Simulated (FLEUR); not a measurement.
A self-consistent single point of CoSi2 (Fm-3m, 3 atoms in the cell) with FLEUR.

Level of theory: FLEUR with LDA (Perdew-Zunger), all-electron FLAPW (FLEUR), scalar-relativistic valence.

```
CELL_PARAMETERS angstrom
      0.00000     2.70264     2.70264
      2.70264     0.00000     2.70264
      2.70264     2.70264     0.00000
ATOMIC_POSITIONS crystal
  Co 0.00000 0.00000 0.00000
  Si 0.75000 0.75000 0.75000
  Si 0.25000 0.25000 0.25000
```

Reference input (self-consistent single point, DFT, PBE, all-electron FLAPW (FLEUR), scalar-relativistic valence): Kmax = 4 1/bohr; GmaxXC = 12 1/bohr; xcFunctional = pbe; jspins = 1; l_soc = F; mode = hist; fermiSmearingEnergy = 0.00499791 Htr; mesh (inpgen div1-3) = 9 9 9; inpgen gamma flag = false; Gmax = 12 1/bohr; numbands = 0; maxIterBroyd = 40. This run's input differs from it in these lines:

```diff
@@ -15,2 +15,3 @@
 &comp jspins=1 /
+&exco xctyp='pz' /
 &kpt div1=9 div2=9 div3=9 /
@@ -27,3 +28,3 @@
       <coreElectrons ctail="T" frcor="F" kcrel="0" coretail_lmax="0"/>
-      <xcFunctional name="pbe" relativisticCorrections="F"/>
+      <xcFunctional name="pz" relativisticCorrections="F"/>
       <magnetism jspins="1"/>
```

Output, abridged:

```
 Iteration:     1   Distance:      20.90589465 me/bohr^3
 Iteration:     2   Distance:      13.22196162 me/bohr^3
 Iteration:     3   Distance:       9.76632645 me/bohr^3
 Iteration:     4   Distance:       9.63182305 me/bohr^3
 Iteration:     5   Distance:       3.64336496 me/bohr^3
   [... 8 lines left out ...]
 Iteration:    14   Distance:       0.00003402 me/bohr^3
 Iteration:    15   Distance:       0.00005133 me/bohr^3
 Iteration:    16   Distance:       0.00001426 me/bohr^3
 Iteration:    17   Distance:       0.00000282 me/bohr^3
 Run finished successfully
 Stop message:
   Structural relaxation: Done

[file out, last iteration]
             iter=     18
[...]
          total density-effective poten   -3.1022749053E+03
          total charge density-energy d   -9.7123986157E+01
 Updated energy parameters for spin:           1
[...]
 fermi energy and band-weighting factors:
    0.708970    0.708970

[...]
FERMIE:
          first approx. to ef    (T=0)  :   0.347100 htr   (energy of the highest occ. eigenvalue)
          number of occ. states  (T=0)  :        392
          first approx. to seigv (T=0)  :  -7.122887 htr
          sum of weights of occ. states :  11.507545
          sum of semicore charge        :   0.000000 e
FERHIS:  Fermi-Energy by histogram:
          bandgap                     :   0.002760 htr
   [... lines left out ...]
          charge neutrality (T=0)     :   0.015089    (zero if the highest occ. eigenvalue is "entirely" occupied)
     EF_NEWTON:  Adjust Fermi-Energy by Newton-Method.
 Direct bandgap for spin            1 :    1.9848383844511375E-002  Htr
 ---->    free energy=                     -1969.2882363463 htr
   [... lines left out ...]
      extrapolation for T->0
 ---->    total electron energy=           -1969.2869295416 htr
 ***** TOTAL FORCES ON ATOMS *****
 TOTAL FORCE FOR ATOM TYPE=  1  X=  0.000   Y=  0.000   Z=  0.000
                       FX_TOT= 0.000000 FY_TOT= 0.000000 FZ_TOT= 0.000000
 TOTAL FORCE FOR ATOM TYPE=  2  X= -2.554   Y= -2.554   Z= -2.554
                       FX_TOT= 0.000000 FY_TOT= 0.000000 FZ_TOT= 0.000000
 Structural relaxation: Done
```

The run converged in 17 iterations. FLEUR gives forces in its relaxation mode, with a further iteration, so its stop message speaks of a relaxation. 

The starting cell comes from a database of computed structures (which also holds hypothetical and non-ambient phases and stackings), without a prior relaxation at this level. Its lattice was rescaled by a random factor within 2.5 % of one. Spin polarisation is off. Values depend on the basis (sphere radii, cutoffs, local orbitals), which need not be converged. The log's line on a gap gives a spacing of levels on this mesh, which the program prints for metals too.
